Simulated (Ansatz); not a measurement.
SnO (P4/nmm, No. 129, 4 atoms in the cell; start mp-545552) was calculated with r²SCAN in Ansatz (plane waves, PAW).

Numerical settings: plane-wave cutoff 560 eV, 10×6×8 k mesh (along the axes of the cell as run), Fermi–Dirac smearing 0.01 eV, scalar-relativistic PAW data made under PBE.

Cell (relaxed at this level):

```cif
data_O2Sn2
_chemical_formula_sum 'Sn2 O2'
_space_group_name_H-M_alt 'P4/nmm :1'
_space_group_IT_number 129
_space_group_name_Hall 'P 4ab 2ab -1ab'
_cell_length_a 3.80762
_cell_length_b 3.80762
_cell_length_c 4.93807
_cell_angle_alpha 90.000
_cell_angle_beta 90.000
_cell_angle_gamma 90.000
loop_
_space_group_symop_operation_xyz
  'x, y, z'
  '-y+1/2, x+1/2, z'
  '-x, -y, z'
  'y+1/2, -x+1/2, z'
  'x+1/2, -y+1/2, -z'
  '-y, -x, -z'
  '-x+1/2, y+1/2, -z'
  'y, x, -z'
  '-x+1/2, -y+1/2, -z'
  'y, -x, -z'
  'x+1/2, y+1/2, -z'
  '-y, x, -z'
  '-x, y, z'
  'y+1/2, x+1/2, z'
  'x, -y, z'
  '-y+1/2, -x+1/2, z'
loop_
_atom_site_label
_atom_site_type_symbol
_atom_site_symmetry_multiplicity
_atom_site_Wyckoff_symbol
_atom_site_fract_x
_atom_site_fract_y
_atom_site_fract_z
_atom_site_occupancy
Sn1 Sn 2 c 0.00000 0.50000 0.23231 1
O1 O 2 a 0.00000 0.00000 0.00000 1
```

Task: Give the computed band gap and bulk modulus B0.

Result: 
band gap: 0.37 eV (on the SCF k mesh)
bulk modulus B0: 23.6 GPa

Note: the relaxation could not lower the start's symmetry, so the cell can be a saddle point above a distorted one; the bulk modulus is −V dP/dV from two relaxed cells at ±2 % in volume.

Spin–orbit coupling is not included.

The computed numbers hold no vibrational or temperature effects.

Cost on a shared machine: about 17 core-minutes (a rough figure).

A start named mp-… is a Materials Project structure, which need not be a measured phase.

Ansatz is an electronic-structure program.
